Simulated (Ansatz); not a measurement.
The parent structure is BN in the zinc blende structure (space group F-43m, No. 216; a = 3.625 Å). Axes: x, y, z lie along the cube axes.

Now apply this change: uniaxial stress, 0.5 GPa compression along x; all other stress components relax to zero.

Levels (all Ansatz, a program for electronic structure, PAW): PBE (420 eV, scalar-relativistic without spin-orbit coupling); PBE+SOC (420 eV, spin-orbit coupling included).

The geometry is relaxed with PBE.

* **PBE band gap**: 4.45 eV
* **PBE valence-band top at Γ**: 0.00, -0.01, -0.01 eV
* **PBE pressure**: 0.17 GPa

### Question
What does PBE+SOC give at this geometry for the band gap, valence-band top at Γ and pressure?

### Answer
The band gap stays essentially unchanged (4.45 eV against 4.44 eV); the valence-band top at Γ (three highest Kramers pairs, from the VBM) goes from 0.00, -0.01, -0.01 eV to 0.00, -0.01, -0.03 eV; the pressure remains 0.17 GPa.

Single points use the geometry relaxed with PBE. The spin-orbit shifts are approximate. Load acts through the strain it causes; cell and atoms are relaxed under it. Stability under load was not tested beyond the relaxation.
